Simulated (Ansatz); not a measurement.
The parent structure is HgS in the zinc blende structure (space group F-43m, No. 216).

```
HgS
1.0
    0.00000     2.90597     2.90597
    2.90597     0.00000     2.90597
    2.90597     2.90597     0.00000
Hg S
1 1
Direct
  0.00000   0.00000   0.00000
  0.25000   0.25000   0.25000
```

Cartesian axes are those of the cell as printed.

All numbers come from LDA in Ansatz (plane waves to 420 eV, PAW, no SOC).

Base values:

The volume per atom comes out as 24.54 Å³, the pressure is 0.0 GPa and the band gap is zero.

The change: biaxial strain −1.00 %, plane normal [001], relaxed out of plane (Cartesian); in-plane vectors clamped, the third vector and the atoms free.

**Question.** What does the calculation give for the energy relative to the base, volume per atom, pressure and band gap after the change?

**Answer.** The energy grows by 0.7 meV/atom; the volume per atom drops by 0.11 Å³ to 24.43 Å³; the pressure (mean of the normal stresses, compression positive) goes from zero to 0.3 GPa; the band gap is still zero.

Spin-orbit coupling, missing from the scalar runs, can matter with Hg. Stability against distortions was not tested. All final runs are without spin polarisation. The zero or small gap of HgS can change with the level of theory.

Ansatz is a program for electronic structure.
